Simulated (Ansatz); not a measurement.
Ge on the Sr site in rock-salt SrO: one set of geometries, relaxed with PBE, evaluated in Ansatz (PAW, plane waves to 420 eV, 500 eV under r2SCAN) with PBE, r2SCAN.

Set-up: 64-site cell; 2×2×2 shifted k-points; start: the Sr site; charged states image-corrected; finite-size errors of tenths of an eV; flagged in the runs: a strain field that reaches the edge of the cell.

```
quantity                                                  PBE       r2SCAN
-------------------------------------------------------  ----  -----------
host gap (eV)                                            3.33         3.81
ε(+2/+1) above the VBM (eV), not thermodynamic with PBE  1.45  not settled
ε(+1/0) above the VBM (eV), not thermodynamic with PBE   1.01  not settled
neutral formation energy against germanium, fcc Sr (eV)  3.57         4.20
```

PBE narrows the gap by 0.48 eV against r2SCAN, the highest level run.

Ansatz is a quantum-chemistry and plane-wave program.
